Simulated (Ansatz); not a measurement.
The starting structures come from a database of crystals and need not be the phases stable at ambient conditions.

Here is the system:

```
CELL_PARAMETERS angstrom
      4.12141     0.00000     0.00000
      0.00000    13.60970     0.00000
      0.00000     0.00000     5.68074
ATOMIC_POSITIONS crystal
  Na 0.75000 0.89609 0.56728
  Na 0.25000 0.10391 0.43272
  Na 0.25000 0.60391 0.06728
  Na 0.75000 0.39609 0.93272
  C  0.75000 0.11647 0.86914
  C  0.25000 0.88353 0.13086
  C  0.25000 0.38353 0.36914
  C  0.75000 0.61647 0.63086
  S  0.75000 0.18447 0.10524
  S  0.25000 0.81553 0.89476
  S  0.25000 0.31553 0.60524
  S  0.75000 0.68447 0.39476
  N  0.25000 0.93210 0.30523
  N  0.75000 0.06790 0.69477
  N  0.75000 0.56790 0.80523
  N  0.25000 0.43210 0.19477
```

Space group of this cell: Pnma. The cell is taken as given; by PBEsol its mean pressure is -1.1 GPa.

Transport runs along the normal of the first two printed cell vectors.

The gap is the functional's own, uncorrected, and κ follows it; spin-orbit coupling is left out. Mid-gap values are interpolated between the computed energies.

**Question.** Predict the band gap and the smallest decay constant κ at mid-gap from PBEsol run with Ansatz (an electronic-structure program).

**Answer.** Gap 4.12 eV on a 8×4×6 mesh; κ = 0.412 1/Å, at (0.000, 0.250) of the in-plane reciprocal vectors. At the zone centre, at the nearest computed energy, the slowest state has κ = 0.41 1/Å.
